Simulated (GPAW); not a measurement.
A self-consistent single point of YGa (Cmcm, 4 atoms in the cell) with GPAW.

Method: LDA (Perdew-Wang 92), GPAW PAW datasets LDA (gpaw-data 1.0.1) (plane waves; GPAW).

```
YGa
1.0
    2.19303    -5.49162     0.00000
    2.19303     5.49162     0.00000
    0.00000     0.00000     4.11452
Y Ga
2 2
Cartesian
  2.19303  -3.96418   3.08589
  2.19303   3.96418   1.02863
  2.19303  -0.81540   3.08589
  2.19303   0.81540   1.02863
```

Reference input (self-consistent single point, DFT LDA (Perdew-Wang 92), plane waves, GPAW PAW datasets LDA (gpaw-data 1.0.1)): mode = pw; ecut = 550 eV; xc = LDA; kpts = 6 6 6; mesh shift (steps) = 0 0 0; occupations.name = fermi-dirac; occupations.width = 0.1 eV; nbands = -10; convergence.forces = 0.001 eV/Å; symmetry.symmorphic = false; symmetry.tolerance = 0.0005; maxiter = 150. This run's input differs from it in these lines:

```diff
@@ -16,3 +16,3 @@
             xc='LDA',
-            kpts={'size': (6, 6, 6), 'gamma': True},
+            kpts=(5, 5, 5),
             occupations=FermiDirac(0.1),
```

Output (repeated stretches shortened):

```
     iter     time        total  log10-change:
                         energy   eigst   dens  force
iter:   1 --:--:--   -20.760864
iter:   2 --:--:--   -20.648271   -1.78  -1.11
iter:   3 --:--:--   -20.335951   -1.05  -1.15
iter:   4 --:--:--   -20.294850   -2.69  -1.47
iter:   5 --:--:--   -20.306309   -1.97  -1.51
iter:   6 --:--:--   -20.295584c  -2.49  -1.91
iter:   7 --:--:--   -20.277937   -2.83  -2.18
iter:   8 --:--:--   -20.278621   -4.61  -2.59
iter:   9 --:--:--   -20.278000c  -4.07  -2.66
iter:  10 --:--:--   -20.277768c  -3.77  -2.91
iter:  11 --:--:--   -20.277682c  -5.16  -3.47
iter:  12 --:--:--   -20.277670c  -6.19  -3.54
iter:  13 --:--:--   -20.277721c  -5.95  -3.57
iter:  14 --:--:--   -20.277684c  -6.36  -3.82
iter:  15 --:--:--   -20.277687c  -7.55c -3.86
iter:  16 --:--:--   -20.277714c  -6.80  -3.90
iter:  17 --:--:--   -20.277699c  -7.55c -4.09c
iter:  18 --:--:--   -20.277705c  -7.03  -4.12c
iter:  19 --:--:--   -20.277697c  -7.85c -4.24c -2.18
iter:  20 --:--:--   -20.277696c  -7.71c -4.26c -2.79
iter:  21 --:--:--   -20.277699c  -8.98c -4.30c -3.36c
Converged after 21 iterations.

Dipole moment: (-0.000000, 0.000000, -0.000000) |e|*Ang

Energy contributions relative to reference atoms: (reference = -289591.885052)

Kinetic:        +18.621079
Potential:      -14.921624
External:        +0.000000
XC:             -23.611257
Entropy (-ST):   -0.104332
Local:           -0.313730
SIC:             +0.000000
--------------------------
Free energy:    -20.329865
Extrapolated:   -20.277699

Showing only first 2 kpts
 Kpt  Band  Eigenvalues  Occupancy
  0    12      5.73705    1.90383
  0    13      6.26357    0.18563
  0    14      6.88892    0.00039
  0    15      7.47992    0.00000

  1    12      5.34686    1.99796
  1    13      6.61875    0.00585
  1    14      6.63781    0.00484
  1    15      6.66262    0.00378

Fermi level: 6.03560

No gap
No difference between direct/indirect transitions
Energy (eV): -20.277699

Forces in eV/Ang:
  0 Y     0.00000   -0.06617    0.00000
  1 Y     0.00000    0.06617    0.00000
  2 Ga    0.00000   -0.10213    0.00000
  3 Ga    0.00000    0.10213   -0.00000

Stress tensor:
     0.039516     0.000000     0.000000
     0.000000     0.037441     0.000000
     0.000000     0.000000     0.041250
Stress (GPa, Voigt): [6.3312 5.9987 6.6089 0.     0.     0.    ]
```

The run converged in 21 iterations. GPAW prints stress with tension positive. Against the reference run the free energy stays essentially unchanged (within 1 meV/atom), the pressure hardly changes (-6.27 to -6.31 GPa) and the largest force goes from 0.109 to 0.102 eV/Å.

The starting cell comes from a database of computed structures (which also holds hypothetical and non-ambient phases and stackings), without a prior relaxation at this level. Its lattice was rescaled by a random factor within 2.5 % of one. With a pressure of about -6 GPa the cell is away from its equilibrium volume at this level.

Cost on one core of a shared machine: roughly 90 s.
